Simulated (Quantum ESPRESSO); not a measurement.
A relaxation of the atoms of AlNi (Cmm2, 2 atoms in the cell) with Quantum ESPRESSO.

Computed with LDA (PZ), GBRV 1.5 ultrasoft (LDA) pseudopotentials (plane waves; Quantum ESPRESSO 7.5).

Input:

```fortran
&CONTROL
    calculation = 'relax'
    prefix = 'run'
    outdir = './work'
    pseudo_dir = './'
    forc_conv_thr = 7.8e-03
/
&SYSTEM
    ibrav = 9
    celldm(1) = 7.30522388
    celldm(2) = 1.0074764121
    celldm(3) = 0.7993599185
    nat = 2
    ntyp = 2
    ecutwfc = 50
    ecutrho = 400
    occupations = 'smearing'
    smearing = 'gaussian'
    degauss = 0.0073499
/
&ELECTRONS
    conv_thr = 1.0d-10
/
&IONS
/
ATOMIC_SPECIES
Al    26.9815  al_lda_v1.uspp.F.UPF
Ni    58.6934  ni_lda_v1.4.uspp.F.UPF
ATOMIC_POSITIONS {crystal}
Al    0.00000000    0.00000000   -0.04854200
Ni   -0.50000000    0.50000000   -0.50000000
K_POINTS {automatic}
7 7 7  0 0 0
```

Log, with long lists cut:

```
     Self-consistent Calculation

     iteration #  1     ecut=    50.00 Ry     beta= 0.70

     total energy              =    -314.25046700 Ry
     estimated scf accuracy    <      53.97728577 Ry

     iteration #  2     ecut=    50.00 Ry     beta= 0.70

     total energy              =    -349.69794311 Ry
     estimated scf accuracy    <      76.85340314 Ry

     iteration #  3     ecut=    50.00 Ry     beta= 0.70

     total energy              =    -350.44331443 Ry
     estimated scf accuracy    <      14.03160417 Ry

   [... 17 blocks of this kind left out ...]

     iteration # 21     ecut=    50.00 Ry     beta= 0.70

     total energy              =    -349.93724938 Ry
     estimated scf accuracy    <          1.6E-09 Ry

     iteration # 22     ecut=    50.00 Ry     beta= 0.70
     End of self-consistent calculation

     the Fermi energy is    13.9133 ev

!    total energy              =    -349.93724938 Ry
     estimated scf accuracy    <          2.8E-11 Ry
     smearing contrib. (-TS)   =      -0.00028121 Ry
     internal energy E=F+TS    =    -349.93696817 Ry

     convergence has been achieved in  22 iterations

     Forces acting on atoms (cartesian axes, Ry/au):

     atom    1 type  1   force =     0.00000000    0.00000000    0.03579767
     atom    2 type  2   force =     0.00000000    0.00000000   -0.03579767

     Total force =     0.050626     Total SCF correction =     0.000001

     BFGS Geometry Optimization
     Energy error            =      2.6E-03 Ry
     Gradient error          =      3.6E-02 Ry/Bohr

     number of scf cycles    =   1
     number of bfgs steps    =   0

   [... lines left out ...]
     the Fermi energy is    13.9180 ev
!    total energy              =    -349.94230474 Ry
     Total force =     0.000005     Total SCF correction =     0.000001
     bfgs converged in   5 scf cycles and   4 bfgs steps
   [... lines left out ...]
     (criteria: energy <  1.0E-04 Ry, force <  7.8E-03 Ry/Bohr)

     End of BFGS Geometry Optimization

     Final energy             =    -349.9423047392 Ry

     File ./work/run.bfgs deleted, as requested
Begin final coordinates

ATOMIC_POSITIONS (crystal)
Al               0.0000000000        0.0000000000       -0.0242734120
Ni              -0.5000000000        0.5000000000       -0.5242685880
End final coordinates

   JOB DONE.
```

The run converged.  The full log also holds: “SCF correction compared to forces is large: reduce conv_thr to get better values”.

Summary of the result:
```
Property                                     Result
------------------------------------  -------------
Free energy E − TS                    -4761.2076 eV
Fermi level (on the code's own zero)       13.92 eV
Relaxation steps                                  4
```

The starting cell comes from a database of computed structures (which also holds hypothetical and non-ambient phases and stackings), without a prior relaxation at this level. Its lattice was rescaled by up to half a per cent. For this run, on top of that: one atom moved by 0.15 angstrom. Spin polarisation is off. The relaxation keeps the symmetry of its start, so its end need not be a minimum.

Cost on one core of a shared machine: roughly 2 min.
